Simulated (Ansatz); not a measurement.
Results of r²SCAN+SOC (Ansatz, a program for electronic structure, plane waves, PAW) for HfO2 (within 0.1 Å of P-42₁m, No. 113, 12 atoms in the cell; start mp-1224381; a measured phase of this formula has another space group).

Run with plane-wave cutoff 560 eV, 6×6×6 k mesh, Fermi–Dirac smearing 0.01 eV, PAW data made under PBE.

Cell (relaxed with PBEsol):

```
CELL_PARAMETERS angstrom
      5.13140     0.00000     0.00000
      0.00000     5.13455     0.00000
      0.00000     0.00000     4.89251
ATOMIC_POSITIONS crystal
  Hf 0.27986 0.28001 0.72816
  Hf 0.72014 0.71999 0.72816
  Hf 0.77986 0.21999 0.27184
  Hf 0.22014 0.78001 0.27184
  O  0.50000 0.50000 0.42213
  O  0.00000 0.00000 0.57787
  O  0.50000 0.00000 0.50038
  O  0.00000 0.50000 0.49962
  O  0.32484 0.67438 0.89372
  O  0.67516 0.32562 0.89372
  O  0.82484 0.82562 0.10628
  O  0.17516 0.17438 0.10628
```

### Question
Give the computed band gap and direct gap at Γ.

### Answer

band gap: 4.31 eV (on the SCF k mesh)
direct gap at Γ: 4.70 eV

Note: cell and atoms aren't relaxed at this level (largest force component 0.05 eV/Å, pressure 2.0 GPa).

Computed values are for the static lattice.

It cost very roughly 17 core-minutes of CPU time.

A start named mp-… is a Materials Project structure, which need not be a measured phase.
